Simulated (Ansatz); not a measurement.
A computed series for BP: response to strain

Start from BP in the zinc blende structure (space group F-43m, No. 216; a = 4.537 Å). Axes: x, y, z lie along the cube axes.

Strains are applied to the cell and any free atomic positions relax; under biaxial strain the out-of-plane vector relaxes too; under stress the whole cell relaxes.

Calculations: Kohn–Sham DFT with the r2SCAN functional, run in Ansatz (a program for electronic structure) with PAW and 500 eV plane waves, scalar-relativistic without spin-orbit coupling.

Notes on the quantities. energy relative to the base: free energy F.

```csv
variant,electron mass,smallest direct gap,energy relative to the base
base,"1.3 mₑ along k, 0.22 mₑ across (off the special points)",3.60 eV,0 meV/atom
"biaxial strain +1.63 %, plane normal [001], relaxed out of plane","1.2 mₑ along k, 0.22 mₑ across (off the special points)",3.32 eV,+7.6 meV/atom
isotropic strain −3.43 %,"1.5 mₑ along k, 0.22 mₑ across (off the special points)",3.79 eV,+72 meV/atom
uniaxial strain ε_yy = −1.46 %,"1.3 mₑ along k, 0.22 mₑ across (off the special points)",3.46 eV,+2.8 meV/atom
uniaxial strain ε_yy = +0.31 %,"1.3 mₑ along k, 0.22 mₑ across (off the special points)",3.58 eV,+0.1 meV/atom
uniaxial strain ε_zz = −1.31 %,"1.3 mₑ along k, 0.22 mₑ across (off the special points)",3.48 eV,+2.3 meV/atom
uniaxial strain ε_zz = −0.58 %,"1.3 mₑ along k, 0.22 mₑ across (off the special points)",3.55 eV,+0.4 meV/atom
tensor shear ε_xy = −1.08 %,–,3.32 eV,+3.4 meV/atom
"uniaxial stress, 0.5 GPa compression along z","1.3 mₑ along k, 0.22 mₑ across (off the special points)",3.58 eV,0.0 meV/atom
"uniaxial stress, 1 GPa tension along z","1.3 mₑ along k, 0.22 mₑ across (off the special points)",3.58 eV,+0.1 meV/atom
```

Effective masses come from finite differences of ±0.01 Å⁻¹. Along k means along the line from Γ to the band edge. Beyond what the load breaks, stability against distortions was not tested. Labels are those of the standard path for the cell's own space group.
